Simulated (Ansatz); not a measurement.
Functionals compared on a constructed model of the (111)B surface of 3C silicon carbide, C-terminated, (√3x√3)R30° Al adatom at T4 (bottom of the slab: 3 H on 3 bottom sites), in Ansatz (plane waves, PAW). The structure was relaxed with PBE; the other rows are single points on it. Cutoff 420 eV (500 eV for r2SCAN). HSE06 used the coarser mesh 4x4x1.

Slab: 28 atoms, 11.5 Å thick at the start with caps and adatoms (thin: gaps and levels are the slab's own); k 6x6x1, smearing 0.025 eV, dipole-corrected; 6 atoms held, the rest relaxed; held to the start's symmetry, so lower structures may exist; no spin, no spin-orbit, no U. It is one candidate, not shown to be the stable structure of the face. These notes are the PBE run's.

| functional | gap of the slab on its k-mesh (eV) | highest filled level below the top vacuum level (eV) | rough cost of the single point |
|---|---|---|---|
| PBE | 0.91 | 3.93 | – |
| r2SCAN | (withheld) | (withheld) | around 80 core-seconds (rough) |

Complete the blanks.


- r2SCAN, gap of the slab on its k-mesh (eV): 1.06
- r2SCAN, highest filled level below the top vacuum level (eV): 4.03

Ansatz is a first-principles code.
